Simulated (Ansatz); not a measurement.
**SiC: response to strain**

Consider SiC (space group P6_3mc, No. 186; a = 3.078 Å, c = 10.076 Å). Axes: x lies along a and z along c of the hexagonal cell.

Strains are applied to the cell and any free atomic positions relax.

Computed with Ansatz (a first-principles code), PBEsol, PAW, cutoff 420 eV, no spin-orbit coupling.

Notes on the quantities. energy relative to the base: free energy F.

```json
[
 {"uniaxial strain ε_zz (%)": "-3", "energy relative to the base (meV/atom)": "16.4"},
 {"uniaxial strain ε_zz (%)": "-2.25", "energy relative to the base (meV/atom)": "?"},
 {"uniaxial strain ε_zz (%)": "-1.5", "energy relative to the base (meV/atom)": "4.0"},
 {"uniaxial strain ε_zz (%)": "-0.75", "energy relative to the base (meV/atom)": "1.0"},
 {"uniaxial strain ε_zz (%)": "0", "energy relative to the base (meV/atom)": "0.0"}
]
```

Task: Fit ΔE = Aε² + Bε³ (ε in %) to the rows shown and predict the withheld row.

Result: Least squares on the printed values gives A = 1.74 and B = -0.028 meV/atom (largest residual 0.0 meV/atom); this predicts 9.1 meV/atom, and the run gives 9.2 meV/atom, in agreement.

Whether these cells are dynamically stable was not tested.
